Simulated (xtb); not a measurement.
xtb 6.7.1, GFN2-xTB: Cd(tBu)(GeH3) (C[C](C)(C)[Cd][GeH3]), 18 atoms. The geometry is a generated start, not checked to be a minimum at this level.

```json
{
  "run_flags": "--grad",
  "method": "GFN2-xTB",
  "--acc": "1 (default)",
  "--etemp (K)": "300 (default)",
  "basis_functions": "42",
  "valence_electrons": "34"
}
```

```xyz
18

Cd    -0.4911     0.9749     0.7059
C      0.3449    -0.6702    -0.4919
C      0.1095    -2.0145     0.2056
C     -0.3302    -0.7052    -1.8683
C      1.8521    -0.4723    -0.6862
H      0.5115    -2.8344    -0.3991
H     -0.9580    -2.2014     0.3529
H      0.6059    -2.0443     1.1798
H     -1.4089    -0.8636    -1.7735
H     -0.1611     0.2281    -2.4133
H      0.0741    -1.5226    -2.4753
H      2.0619     0.4656    -1.2088
H      2.3754    -0.4599     0.2741
H      2.2731    -1.2881    -1.2831
Ge    -1.5020     2.9299     2.1469
H     -1.7502     2.7060     3.6334
H     -0.7454     4.2443     2.2881
H     -2.8613     3.5277     1.8126
```

Charge 0 and multiplicity 1 are set for this test and not shown to be the ground state.

One run each on 1 thread. Values of broydamp tried: 0.02, 0.05, 0.1, 0.2, 0.4 (default), 0.6, 0.8, 1.

Which value of broydamp needs the fewest SCC iterations, and what happens away from it?

Fewest SCC iterations, within one of each other: 0.2 with 14, 0.4 (default) with 13, 0.6 with 14. The count rises to 20 at 0.02. All converge to one solution.

```
broydamp       SCC iterations            end
-------------  --------------  -------------
0.02                       20  same solution
0.05                       18  same solution
0.1                        16  same solution
0.2                        14  same solution
0.4 (default)              13  same solution
0.6                        14  same solution
0.8                        15  same solution
1                          16  same solution
```
